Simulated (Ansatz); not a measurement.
Consider SiO$_{2}$ in the rutile structure (space group P4_2/mnm, No. 136; a = 4.1549 Å, c = 2.6615 Å). Axes: x, y, z lie along a, b, c of the conventional cell.

Structures relaxed with DFT with LDA, PAW potentials and a 420 eV plane-wave cutoff in Ansatz (an electronic-structure program), spin-orbit coupling left out.

Base:

Simulated powder pattern, Cu Kα1, λ = 1.54056 Å (kinematic, ideal powder, no thermal factors, no anomalous dispersion; the 10 strongest lines at most, above 2 %, up to 2θ = 90°):

```
2θ (°)  I/Imax (%)    hkl
------  ----------  -----
30.40          100  (110)
40.21           26  (101)
45.97           41  (111)
48.98           15  (210)
60.74           61  (211)
63.25           21  (220)
70.74           11  (002)
71.78          6.6  (310)
77.65           28  (301)
78.91           11  (112)
```

After one change:

Simulated powder pattern, Cu Kα1, λ = 1.54056 Å (kinematic, ideal powder, no thermal factors, no anomalous dispersion; the 10 strongest lines at most, above 2 %, up to 2θ = 90°):

| 2θ (°) | I/Imax (%) |
|---|---|
| 30.59 | 100 |
| 40.21 | 12 |
| 40.35 | 14 |
| 46.11 | 42 |
| 60.85 | 30 |
| 61.18 | 31 |
| 63.68 | 21 |
| 77.65 | 15 |
| 78.54 | 14 |
| 79.00 | 11 |

Question: Which change produced these results?
A. uniaxial strain ε_xx = −0.60 %
B. uniaxial strain ε_xx = −3.00 %
C. uniaxial strain ε_xx = −1.20 %
D. uniaxial strain ε_xx = −2.40 %

Answer: C, uniaxial strain ε_xx = −1.20 %. Its volume per atom is 7.57 Å³ against 7.66 Å³, and its space group is Pnnm (No. 58).

No phonon test of stability was made.
